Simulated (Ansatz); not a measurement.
# Pressure series in BeTe

The parent structure is BeTe in the zinc blende structure (space group F-43m, No. 216; a = 5.664 Å).

Cell and atoms are relaxed at each pressure.

All numbers come from PBE, PAW, 420 eV (Ansatz, an electronic-structure program; no spin-orbit coupling).

```
P (GPa)  V (Å³/atom)
-------  -----------
-2.01         23.600
-1.01         23.136
0.89          22.366
2.08          21.942
4.50          21.189
8.99          20.055
15.00         18.889
22.50         17.774
29.98         16.896
```

Problem. Fit a third-order Birch–Murnaghan equation of state.

Solution. Least squares on P(V) = (3B₀/2)[(V₀/V)^(7/3) − (V₀/V)^(5/3)]·[1 + (3/4)(B₀′ − 4)((V₀/V)^(2/3) − 1)] gives V₀ = 22.71 Å³/atom, B₀ = 57 GPa and B₀′ = 3.9.

Measured bulk modulus of BeTe: 67 GPa (room temperature; as listed in Elmahjoubi et al., arXiv (2023)); the computed value is for a static lattice, so the two differ by thermal effects too.

Between the base and pressure 4.5 GPa the gap moves from 2.03 eV to 1.86 eV, a mean slope of -38 meV/GPa.

With Te present, leaving out spin-orbit coupling can change the band edges. Load acts through the strain it causes; cell and atoms are relaxed under it. Stability against distortions was not tested. Competing high-pressure phases were not computed.
